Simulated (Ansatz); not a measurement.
The starting structures come from a database of crystals and need not be the phases stable at ambient conditions.

 Where the default PAW files enter, the runs use the earlier of Ansatz's two default sets.

Data:

```xyz
8
Lattice="6.6388 0.0226 0.0000 -3.1064 5.8672 0.0000 1.7662 2.9449 5.6817" Properties=species:S:1:pos:R:3 pbc="T T T"
Tl     0.8831     1.4724     0.0000
Tl     2.6493     4.4173     0.0000
In     5.0856     2.9562     2.8409
In     0.2130     5.8785     2.8409
Se     2.4874     2.5123     2.8409
Se     2.8112     6.3224     2.8409
Se    -0.6701     4.4061     0.8410
Se     5.9687     4.4286     4.8407
```

Space group of this cell: I4/mcm. The cell was relaxed by PBE-D3(BJ); by PBEsol its mean pressure is -0.9 GPa.

Transport runs along the normal of the first two printed cell vectors, the (110) plane of the conventional cell.

No gap correction and no spin-orbit coupling; mid-gap values are interpolated between computed energies.

State the band gap and the smallest decay constant κ at mid-gap according to Ansatz (a quantum-chemistry and plane-wave program) with PBEsol.

Gap 0.46 eV on a 6×6×6 mesh; κ = 0.118 1/Å, at (0.500, 0.500) of the in-plane reciprocal vectors. At the zone centre, at the nearest computed energy, the slowest state has κ = 0.18 1/Å.
